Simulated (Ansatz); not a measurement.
End structure of Cl on the 1x1 (100) surface of rock-salt MgO (cut with top plane Mg + O), one in a 2x2 cell, started at the site 'top Mg':

Host crystal: rock-salt MgO, with a band gap (PBE, scalar-relativistic without spin-orbit coupling).

```yaml
crystal:
  lattice:
    - [6.01553, 0.00000, 0.00000]
    - [0.00000, 6.01553, 0.00000]
    - [0.00000, 0.00000, 25.50000]
  atoms:
    - { symbol: Mg, position: [0.25000, 0.25000, 0.37584] }
    - { symbol: Mg, position: [0.25000, 0.75000, 0.37584] }
    - { symbol: Mg, position: [0.75000, 0.25000, 0.37584] }
    - { symbol: Mg, position: [0.75000, 0.75000, 0.37584] }
    - { symbol: O, position: [0.00000, 0.00000, 0.37390] }
    - { symbol: O, position: [0.00000, 0.50000, 0.37390] }
    - { symbol: O, position: [0.50000, 0.00000, 0.37390] }
    - { symbol: O, position: [0.50000, 0.50000, 0.37390] }
    - { symbol: Mg, position: [0.00000, 0.00000, 0.45809] }
    - { symbol: Mg, position: [0.00000, 0.50000, 0.45809] }
    - { symbol: Mg, position: [0.50000, 0.00000, 0.45809] }
    - { symbol: Mg, position: [0.50000, 0.50000, 0.45809] }
    - { symbol: O, position: [0.25000, 0.25000, 0.45846] }
    - { symbol: O, position: [0.25000, 0.75000, 0.45846] }
    - { symbol: O, position: [0.75000, 0.25000, 0.45846] }
    - { symbol: O, position: [0.75000, 0.75000, 0.45846] }
    - { symbol: Mg, position: [0.25167, 0.24833, 0.54226] }
    - { symbol: Mg, position: [0.25167, 0.75167, 0.54226] }
    - { symbol: Mg, position: [0.74833, 0.24833, 0.54226] }
    - { symbol: Mg, position: [0.74833, 0.75167, 0.54226] }
    - { symbol: O, position: [0.00000, 0.00000, 0.54137] }
    - { symbol: O, position: [0.00000, 0.50000, 0.54110] }
    - { symbol: O, position: [0.50000, 0.00000, 0.54139] }
    - { symbol: O, position: [0.50000, 0.50000, 0.54137] }
    - { symbol: Mg, position: [0.00000, 0.00000, 0.62557] }
    - { symbol: Mg, position: [0.00000, 0.50000, 0.62483] }
    - { symbol: Mg, position: [0.50000, 0.00000, 0.63140] }
    - { symbol: Mg, position: [0.50000, 0.50000, 0.62557] }
    - { symbol: O, position: [0.24691, 0.25309, 0.62447] }
    - { symbol: O, position: [0.24691, 0.74691, 0.62447] }
    - { symbol: O, position: [0.75309, 0.25309, 0.62447] }
    - { symbol: O, position: [0.75309, 0.74691, 0.62447] }
    - { symbol: Cl, position: [0.50000, 0.00000, 0.72652] }
```

Slab: 33 atoms, 6.4 Å thick at the start under the adsorbate (thin: gaps and levels are the slab's own); k 3x3x1, smearing 0.01 eV, dipole-corrected; single point; on the structure that PBE left under its start's symmetry; spin-polarised, ending with about 1.0 μB a cell, a value that depends on the mesh; orders that need a larger cell were not tried, no spin-orbit, no U, no dispersion correction. The slab shows no gap over 0.04 eV on its mesh. The program's check for a lower electronic state was not made. It is one chosen start, not shown to be the lowest state of the adsorbate.

A negative adsorption energy means that the adsorbate is more stable on the surface than in its reference.

Q: Estimate the adsorption energy against ½ Cl2(g) at the same level that r2SCAN, at the PBE geometry and the start's symmetry run with Ansatz (a first-principles code) returns for this input.

A: 0.50 eV

Q: What change of the step from the bottom to the top vacuum level, against the clean slab does r2SCAN, at the PBE geometry and the start's symmetry give?

A: 2.44 eV
